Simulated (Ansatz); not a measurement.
The starting structures come from a database of crystals and need not be the phases stable at ambient conditions.

**Evanescent states of LiNbSe2 (P6_3/mmc, 8 atoms a cell, 18.3 Å³ an atom) along the normal of (001)**

These are r2SCAN (plane waves, PAW; Ansatz, a quantum-chemistry and plane-wave program) values and carry that method's errors.

The gap is the functional's own. No spin-orbit coupling. Mid-gap values are those at the computed energy nearest the middle.

Energies count from the valence-band top; κ is the least over a 12×12 mesh across the current.

```csv
E (eV),κ (1/Å),where
0.03,0.077,Γ
0.09,0.134,Γ
0.15,0.176,Γ
0.21,___,Γ
0.27,___,off Γ
0.33,___,off Γ
0.39,___,off Γ
0.45,___,off Γ
0.51,___,off Γ
0.57,___,off Γ
0.63,0.116,off Γ
0.69,0.086,off Γ
0.75,0.025,off Γ
```

### Question
Some entries are withheld; supply them.

### Answer

- 0.21, κ (1/Å): 0.211
- 0.27, κ (1/Å): 0.203
- 0.33, κ (1/Å): 0.194
- 0.39, κ (1/Å): 0.183
- 0.45, κ (1/Å): 0.171
- 0.51, κ (1/Å): 0.156
- 0.57, κ (1/Å): 0.138
